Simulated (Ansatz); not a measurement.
An Ansatz (a quantum-chemistry and plane-wave program) input (DFT with PBE, PAW potentials and a 420 eV plane-wave cutoff in Ansatz, no spin-orbit coupling, earlier PAW set):

Ansatz 0.2 input:
```yaml
crystal:
  lattice:
    - [3.8451422785, 0, 0]
    - [-1.9225711393, 3.3299908944, 0]
    - [0, 0, 6.305729764]
  atoms:
    - { symbol: Zn, position: [0.6666666667, 0.3333333333, 0.9998522262] }
    - { symbol: Zn, position: [0.3333333333, 0.6666666667, 0.4998522262] }
    - { symbol: S, position: [0.6666666667, 0.3333333333, 0.6253477738] }
    - { symbol: S, position: [0.3333333333, 0.6666666667, 0.1253477738] }
basis: { ecutwfc: 420, ecutrho_ratio: 4, xc_grid: 2, fft_grid_basis: typed }
kpoints: { mp_grid: { grid: [10, 10, 5] } }
hamiltonian:
  xc: pbe
  dispersion: none
  pseudopotentials: { azcp: { folder: ./paw }, kind: paw }
scf: { occupations: { method: fermi_dirac, width: 0.05 }, convergence: { dr2_threshold: 0.0000000004 } }
output: { forces: true, stress: true }
checkpoint: { write: state.ck, write_every: 1000 }
```

Which symmetry and how many k-points will the program report, and about how many plane waves at Γ?

Space group P63mc (ITA 186) with 12 operations, k-points 42 of 500, and 1581 plane waves at Γ.

Whether these cells are dynamically stable was not tested. The cell is ZnS in the wurtzite structure (space group P6_3mc, No. 186).
